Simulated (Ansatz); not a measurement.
1T (CdI2-type) MnBr2

Calculation: B3LYP (VWN-RPA form) (Ansatz, an electronic-structure program, plane waves, PAW).

Numerical settings: plane-wave cutoff 460 eV, 9×9×4 k mesh (along the axes of the cell as run), Fermi–Dirac smearing 0.01 eV, spin-polarised with parallel moments, scalar-relativistic PAW data made under PBE.

Cell: relaxed at this level.

```json
{
  "band_gap": "4.26 eV (indirect)",
  "smallest_direct_gap_on_the_k_points_sampled": "4.38 eV",
  "direct gap at Γ": "4.65 eV",
  "equilibrium_lattice_constant_a": "3.967 Å",
  "c axis length": "8.749 Å"
}
```

Note: the magnetic order was assumed, not searched for or taken from measurement; the cell comes from a level without a dispersion term, which matters for the spacing of layers, chains or molecules; the volume lies 52 % above that of the published cell; the cell has widely spaced layers and the level no dispersion term, so their spacing and the moduli can rest on weak binding.

Spin–orbit coupling is not included.

Static lattice: no zero-point or thermal effects.

The result took around 6 core-hours (rough).
